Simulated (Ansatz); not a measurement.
Ga (model structure, started from the lonsdaleite type, P6/mmm, No. 191, 4 atoms in the cell), treated with PBEsol in Ansatz (PAW).

Run with plane-wave cutoff 520 eV, 18×18×10 k mesh (along the axes of the cell as run), Fermi–Dirac smearing 0.05 eV, scalar-relativistic PAW data made under PBE.

Cell (relaxed at this level):

```yaml
crystal:
  lattice:
    - [4.36188, 0.00000, 0.00000]
    - [-2.18094, 3.77750, 0.00000]
    - [0.00000, 0.00000, 5.40161]
  atoms:
    - { symbol: Ga, position: [0.33333, 0.66667, 0.00000] }
    - { symbol: Ga, position: [0.66667, 0.33333, 0.50000] }
    - { symbol: Ga, position: [0.66667, 0.33333, 0.00000] }
    - { symbol: Ga, position: [0.33333, 0.66667, 0.50000] }
```

**Question.** What does this level give for the bulk modulus B0?

**Answer.** 
- bulk modulus B0: 47.4 GPa

The run finds no gap.

Note: the bulk modulus is −V dP/dV from two relaxed cells at ±2 % in volume; the relaxation could raise the start's symmetry but not lower it, so the cell can be a saddle point.

Static lattice: no zero-point or thermal effects.

Cost on a shared machine: roughly 8 core-minutes.

A model structure was made by putting elements into a prototype or built by hand; it is no filed structure, need not be a known phase, and can be a saddle point held by its symmetry.

Ansatz is a quantum-chemistry and plane-wave program.
